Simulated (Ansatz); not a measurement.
**Habitual settings against a tight run: InSe (P-6m2, 8 atoms in the cell)**

Self-consistent single point.

```
InSe
1.0
    3.99957     0.00000     0.00000
   -1.99979     3.46373     0.00000
    0.00000     0.00000    17.83905
In Se
4 4
Direct
  0.00000   0.00000   0.57739
  0.00000   0.00000   0.42261
  0.33333   0.66667   0.92261
  0.33333   0.66667   0.07739
  0.66667   0.33333   0.85300
  0.66667   0.33333   0.14700
  0.33333   0.66667   0.64702
  0.33333   0.66667   0.35298
```

Method of the run: LDA (PW92), PAW files made with PBE (plane waves; Ansatz, a first-principles code).

Base settings: basis.ecutwfc = 420 eV; kpoints.mp_grid.grid = 5 5 1; hamiltonian.xc = lda; hamiltonian.pseudopotentials = {kind: paw} (the program's default PAW files); scf.occupations.method = fixed.

Tight run (finer mesh or higher cutoff; not a proven limit): basis.ecutwfc: 420 eV → 590 eV; kpoints.mp_grid.grid: 5 5 1 → 7 7 2; scf.convergence.dr2_threshold: default (1e-07 eV) → 1e-09 eV. It gave top of the valence band (on the code's own zero) 5.91 eV; gap on the k-point mesh 0.59 eV; pressure -0.74 GPa; largest force (vector length) 0.127 eV/Å.

Quick runs, as changes from the base:
- A: the base itself
- B: basis.ecutwfc: 420 eV → 250 eV; kpoints.mp_grid.grid: 5 5 1 → 3 3 3
- C: kpoints.mp_grid.grid: 5 5 1 → 4 4 4; scf.occupations.method: fixed → fermi_dirac; scf.occupations.width: default → 0.272 eV
- D: kpoints.mp_grid.grid: 5 5 1 → 3 3 3; hamiltonian.xc: lda → hse06 [HSE06]

Energies are extrapolated to zero smearing width, which holds to low order in the width alone.

Dashes: gap of C, left out as unsure on this mesh or at this smearing; energy of D, another energy zero; count of D, another kind of functional, whose work the count does not hold.

Gaps are read on each run's own mesh, which may miss the band edges.

† marks runs with another functional, U, potentials or spin treatment: their distance from the tight run is not a convergence error alone.

The count of work is k-points × plane waves × bands × iterations; it is no time. 

Pressures in the table are Ansatz's without its Pulay estimate, at a fixed set of plane waves; the tight run's value above holds the estimate.

The starting cell comes from a database of computed structures (which also holds hypothetical and non-ambient phases and stackings), without a prior relaxation at this level. Its lattice was rescaled by a random factor within 2.5 % of one.

| run | energy less tight (meV/atom) | pressure less tight (GPa) | largest miss in a force vector (eV/Å) | gap on the mesh less tight (eV) | count of work / tight |
|---|---|---|---|---|---|
| A | 7.1 | 0.05 | 0.008 | -0.003 | 0.16 |
| B | 583.8 | -19.37 | 0.068 | -0.026 | 0.086 |
| C | 26.5 | 0.33 | 0.047 | – | 0.41 |
| D† | – | 3.12 | 0.115 | 1.000 | – |

Among the runs at the tight run's level, the energy misses run from 7.1 to 583.8 meV/atom.

Left out of this page: 2 runs of the series outside the window shown, repeating another row's setting, or not comparable; 1 run of the series with a known weakness of the program.

Keys are those of Ansatz 0.2.
